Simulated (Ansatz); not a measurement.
# Hypothetical fluorite ZrSe2: H interstitial (started 2.82 Å from the nearest host atom), symmetric start

Base system: a 12-atom supercell of ZrSe2 in the fluorite structure (space group Fm-3m, No. 225; a = 6.5075 Å; a hypothetical phase, not in the database extracts checked) at its relaxed geometry.

The change: a neutral H interstitial (started 2.82 Å from the nearest host atom), symmetric start, atoms relaxed at fixed cell.

Method: Ansatz (a first-principles code) PBEsol, without spin-orbit coupling. k-mesh 5×5×5 (Γ-centred); smearing 0.05 eV (Fermi–Dirac).

```csv
quantity,base,changed,shift
pressure,-0.1 GPa,-0.5 GPa,-0.4 GPa
largest displacement of a host atom from its site in the perfect cell,–,0.03 Å,–
```

Final structure:

```
CELL_PARAMETERS angstrom
     -6.50751     0.00000     0.00000
      0.00000     0.00000     6.50751
      0.00000     6.50751     0.00000
ATOMIC_POSITIONS crystal
  Zr 0.00000 0.00000 0.00000
  Zr 0.50000 0.00000 0.50000
  Zr 0.50000 0.50000 0.00000
  Zr 0.00000 0.50000 0.50000
  Se 0.74731 0.25269 0.24731
  Se 0.25269 0.25269 0.75269
  Se 0.25269 0.74731 0.24731
  Se 0.74731 0.74731 0.75269
  Se 0.25269 0.74731 0.75269
  Se 0.74731 0.74731 0.24731
  Se 0.74731 0.25269 0.75269
  Se 0.25269 0.25269 0.24731
  H  0.00000 0.00000 0.50000
```

In so small a cell the defect repeats every few ångströms: this is an ordered compound, not a dilute defect. The defect started on the symmetric site and kept its symmetry, so it may sit on a saddle. All final runs are without spin polarisation. The defect cell is not spin-polarised.
